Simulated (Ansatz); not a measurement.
composition SnGe15, cell Sn4Ge60, first heated far above this temperature, then brought to it, at a temperature that wasn't checked against the liquidus, so perhaps supercooled [in the run: it was liquid; mean temperature 1001 K (target 1070 K); density 5.36 g/cm³; one k-point, which a denser mesh shifts by 0.2 GPa in pressure and 0.10 eV/Å in forces]. The atoms began on random sites, so units and networks may differ from a laboratory melt's. Bonds are counted up to Ge-Ge 3.82 Å, Ge-Sn 4.22 Å, Sn-Sn 3.98 Å.

### Question
What distribution of Ge-Sn-Ge angles does Ansatz (an electronic-structure program) with PBE give?

### Answer
mean 95°, standard deviation 35°.
```
angle (°) | p (1/°)
      1.5 |  0.0000
      4.5 |  0.0000
      7.5 |  0.0000
     10.5 |  0.0000
     13.5 |  0.0000
     16.5 |  0.0000
     19.5 |  0.0000
     22.5 |  0.0000
     25.5 |  0.0000
     28.5 |  0.0000
     31.5 |  0.0000
     34.5 | ## 0.0009
     37.5 | ########### 0.0039
     40.5 | ####################### 0.0082
     43.5 | ############################ 0.0103
     46.5 | ############################## 0.0109
     49.5 | ############################ 0.0100
     52.5 | ########################## 0.0094
     55.5 | ####################### 0.0083
     58.5 | ####################### 0.0082
     61.5 | ##################### 0.0077
     64.5 | ##################### 0.0075
     67.5 | ###################### 0.0079
     70.5 | ####################### 0.0083
     73.5 | ######################## 0.0086
     76.5 | ######################## 0.0088
     79.5 | ######################## 0.0088
     82.5 | ######################### 0.0090
     85.5 | ######################### 0.0092
     88.5 | ########################## 0.0094
     91.5 | ########################## 0.0092
     94.5 | ########################## 0.0093
     97.5 | ######################### 0.0091
    100.5 | ######################### 0.0091
    103.5 | ######################### 0.0092
    106.5 | ####################### 0.0085
    109.5 | ######################## 0.0088
    112.5 | ######################### 0.0090
    115.5 | ######################### 0.0091
    118.5 | ###################### 0.0081
    121.5 | ###################### 0.0080
    124.5 | ###################### 0.0078
    127.5 | #################### 0.0073
    130.5 | #################### 0.0072
    133.5 | ################## 0.0065
    136.5 | ################# 0.0061
    139.5 | ################ 0.0057
    142.5 | ################ 0.0056
    145.5 | ############## 0.0049
    148.5 | ############## 0.0050
    151.5 | ############# 0.0049
    154.5 | ########### 0.0040
    157.5 | ########## 0.0037
    160.5 | ######### 0.0032
    163.5 | ####### 0.0026
    166.5 | ##### 0.0019
    169.5 | ##### 0.0018
    172.5 | ### 0.0013
    175.5 | ## 0.0007
    178.5 | # 0.0003
```
